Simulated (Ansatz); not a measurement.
Results of LDA in Ansatz (PAW) for Rh (P6₃/mmc, No. 194, 4 atoms in the cell; start mp-1186916; another form than the element's usual one).

Numerical settings: plane-wave cutoff 520 eV, 24×24×6 k mesh (along the axes of the cell as run), Fermi–Dirac smearing 0.05 eV, no spin polarisation, scalar-relativistic PAW data made under PBE.

Cell (relaxed at this level):

```
CELL_PARAMETERS angstrom
      2.65687     0.00000     0.00000
     -1.32844     2.30092     0.00000
      0.00000     0.00000     8.66698
ATOMIC_POSITIONS crystal
  Rh 0.00000 0.00000 0.00000
  Rh 0.00000 0.00000 0.50000
  Rh 0.33333 0.66667 0.25000
  Rh 0.66667 0.33333 0.75000
```

Give the computed bulk modulus B0.


bulk modulus B0: 317 GPa

Note: the run has no spin polarisation, so it can have missed a magnetic state; the bulk modulus is −V dP/dV from two relaxed cells at ±2 % in volume; the relaxation could not lower the start's symmetry, so the cell can be a saddle point above a distorted one.

Static lattice: no zero-point or thermal effects.

A start named mp-… is a Materials Project structure, which need not be a measured phase.

Ansatz is a first-principles code.
